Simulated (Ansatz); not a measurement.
Structures of equal composition on the (0001) surface of 4H silicon carbide (Si plane on top): (√3x√3)R30° Ge adatom at H3; (√3x√3)R30° Ge adatom at T4. The slabs share one bottom face, and each structure is named by its start. These are constructed structures in small cells; real faces may alloy, dewet or reconstruct in larger ones, and not all known structures of the face are among them. Slabs of about 10 Å, Fermi-Dirac smearing of 0.025 eV. Bottom of the slabs: H caps. Relaxed from the named starts with such symmetry as they have, on meshes of like density; energies extrapolated to zero smearing; spin only where a row says so; no spin-orbit coupling, no U. Brackets mark spin-polarised runs, whose order is one that fits the cell. Where a second, spin-polarised start was run, the lower counts.

Computed with r2SCAN, at the PBE geometry (plane waves to 500 eV, PAW; Ansatz, a program for electronic structure).

**Question.** Order them by energy per 1x1 cell (lowest first) at the level r2SCAN, at the PBE geometry.

**Answer.** (√3x√3)R30° Ge adatom at T4 (0.000 eV [spin, 1.0 μB a cell], gap 0.59 eV on the mesh), (√3x√3)R30° Ge adatom at H3 (0.155 eV [spin, 1.0 μB a cell], gap 0.76 eV on the mesh)
